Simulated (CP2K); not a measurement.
A self-consistent single point of BaTaS3 (P6_3/mmc, 10 atoms in the cell) with CP2K.

Method: LDA (Pade form), GPW, DZVP-MOLOPT-SR-GTH basis, GTH-PADE potentials (GTH_POTENTIALS) run with CP2K.

```yaml
crystal:
  lattice:
    - [6.94579, 0.00000, 0.00000]
    - [-3.47289, 6.01523, 0.00000]
    - [0.00000, 0.00000, 5.70674]
  atoms:
    - { symbol: Ba, position: [0.33333, 0.66667, 0.75000] }
    - { symbol: Ba, position: [0.66667, 0.33333, 0.25000] }
    - { symbol: Ta, position: [0.00000, 0.00000, 0.00000] }
    - { symbol: Ta, position: [0.00000, 0.00000, 0.50000] }
    - { symbol: S, position: [0.66175, 0.83088, 0.25000] }
    - { symbol: S, position: [0.33825, 0.16912, 0.75000] }
    - { symbol: S, position: [0.83088, 0.66175, 0.75000] }
    - { symbol: S, position: [0.16912, 0.33825, 0.25000] }
    - { symbol: S, position: [0.16912, 0.83088, 0.25000] }
    - { symbol: S, position: [0.83088, 0.16912, 0.75000] }
```

Reference input (self-consistent single point, DFT LDA (Pade form), GPW, DZVP-MOLOPT-SR-GTH basis, GTH-PADE potentials (GTH_POTENTIALS)): CUTOFF = 500 Ry; REL_CUTOFF = 40 Ry; SMEAR/METHOD = METHFESSEL_PAXTON; SIGMA = 0.136 eV; KPOINTS/SCHEME = MONKHORST-PACK 4 4 4; GAMMA_CENTERED = T; XC_FUNCTIONAL = PADE; Ba/BASIS_SET = DZVP-MOLOPT-SR-GTH-q10; Ba/POTENTIAL = GTH-PADE-q10; Ta/BASIS_SET = DZVP-MOLOPT-SR-GTH-q13; Ta/POTENTIAL = GTH-PADE-q13; S/BASIS_SET = DZVP-MOLOPT-SR-GTH-q6. This run's input differs from it in these lines:

```diff
@@ -34,4 +34,4 @@
       &SMEAR ON
-        METHOD METHFESSEL_PAXTON
-        SIGMA [eV] 0.136
+        METHOD FERMI_DIRAC
+        ELECTRONIC_TEMPERATURE [K] 1160.45
       &END SMEAR
```

Output, abridged:

```
 SCF WAVEFUNCTION OPTIMIZATION

  Step     Update method      Time    Convergence         Total energy    Change
     1 NoMix/Diag. 0.20E+00      -     1.70710186      -230.6350952053 -2.31E+02
     2 Broy./Diag. 0.20E+00      -     0.05397444      -229.5109826532  1.12E+00
     3 Broy./Diag. 0.20E+00      -     0.06393093      -229.6084363779 -9.75E-02
     4 Broy./Diag. 0.20E+00      -     0.02855741      -229.6738269043 -6.54E-02
     5 Broy./Diag. 0.20E+00      -     0.01411634      -229.8812604649 -2.07E-01
     6 Broy./Diag. 0.20E+00      -     0.00633252      -229.7649161033  1.16E-01
   [... 3 lines left out ...]
    10 Broy./Diag. 0.20E+00      -     0.00006756      -229.7275333231  3.50E-04
    11 Broy./Diag. 0.20E+00      -     0.00001207      -229.7276952875 -1.62E-04
    12 Broy./Diag. 0.20E+00      -     0.00000366      -229.7276855320  9.76E-06
    13 Broy./Diag. 0.20E+00      -     0.00000048      -229.7276684481  1.71E-05
  *** SCF run converged in    13 steps ***

  Overlap energy of the core charge distribution:               0.00000000255998
  Self energy of the core charge distribution:               -422.91694602813584
  Core Hamiltonian energy:                                     90.47742887371800
  Hartree energy:                                             137.16153283467287
  Exchange-correlation energy:                                -34.44640618746931
  Electronic entropic energy:                                  -0.00327794115459
  Fermi energy:                                                 0.28634378412330

  Total energy:                                              -229.72766844810965
  Total energy (extrapolated to T->0):                       -229.72602947753236

                     Mulliken Population Analysis

   [... lines left out ...]

 STRESS| Analytical stress tensor [bar]
 STRESS|                        x                   y                   z
 STRESS|      x       -5.13836365579E+04   1.28315015253E+00  -1.73986150039E-03
 STRESS|      y        1.28315015253E+00  -5.13822185697E+04  -2.80314505224E-02
 STRESS|      z       -1.73986150039E-03  -2.80314505224E-02  -7.33372122199E+04
 STRESS| 1/3 Trace                                            -5.87010224492E+04
```

The run converged in 13 iterations. Against the reference run the free energy drops by 5.2 meV/atom, the pressure hardly changes (-5.92 to -5.87 GPa) and the largest force goes from 0.241 to 0.254 eV/Å.

The starting cell comes from a database of computed structures (which also holds hypothetical and non-ambient phases and stackings), without a prior relaxation at this level. Spin polarisation is off. Values carry the incompleteness of an atom-centred basis. With a pressure of about -6 GPa the cell is away from its equilibrium volume at this level.

Cost on one core of a shared machine: roughly 50 s.
